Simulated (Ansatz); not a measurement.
BaAl₄ (I4/mmm, No. 139) was calculated with PBEsol-D3(BJ) (Ansatz, a quantum-chemistry and plane-wave program, PAW).

Settings: plane-wave cutoff 520 eV, 18×18×18 k mesh, Fermi–Dirac smearing 0.05 eV, scalar-relativistic PAW data made under PBE.

Cell (relaxed at this level):

```
Al4Ba
1.0
   -2.22256     2.22256     5.57116
    2.22256    -2.22256     5.57116
    2.22256     2.22256    -5.57116
Ba Al
1 4
Direct
  0.00000   0.00000   0.00000
  0.75000   0.25000   0.50000
  0.25000   0.75000   0.50000
  0.38245   0.38245   0.00000
  0.61755   0.61755   0.00000
```

**Question.** What does this level give for the bulk modulus and pressure derivative B′ of the bulk modulus?

**Answer.** 
bulk modulus: 59.7 GPa
pressure derivative B′ of the bulk modulus: 4.0

The run finds no gap.

Note: the bulk modulus comes from volumes at which shape and atoms were relaxed.

Spin–orbit coupling is not included.

Computed values are for the static lattice.

It cost about 14 core-minutes (a rough figure) of CPU time.
